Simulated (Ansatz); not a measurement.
Base system: Hf in the hcp (Mg type) structure (space group P6_3/mmc, No. 194; relaxed with 0.1 eV smearing).

```
CELL_PARAMETERS angstrom
      3.19829     0.00000     0.00000
     -1.59915     2.76980     0.00000
      0.00000     0.00000     5.04882
ATOMIC_POSITIONS crystal
  Hf 0.66667 0.33333 0.75000
  Hf 0.33333 0.66667 0.25000
```

Cartesian axes are those of the cell as printed.

Method: r2SCAN (Ansatz, a quantum-chemistry and plane-wave program; PAW; 500 eV plane waves; scalar-relativistic without spin-orbit coupling).

Before the change:

The pressure is 0.0 GPa.

Modification: uniaxial strain ε_zz = −0.50 %, all other strain components held at zero; the atoms relax in the strained cell.

Q: Predict the new pressure.

A: The pressure (mean of the normal stresses, compression positive) goes from zero to 0.6 GPa.

Q: Estimate the effect on the energy relative to the base.

A: The energy grows by 0.4 meV/atom.

No phonon test of stability was made. The final runs are not spin-polarised.
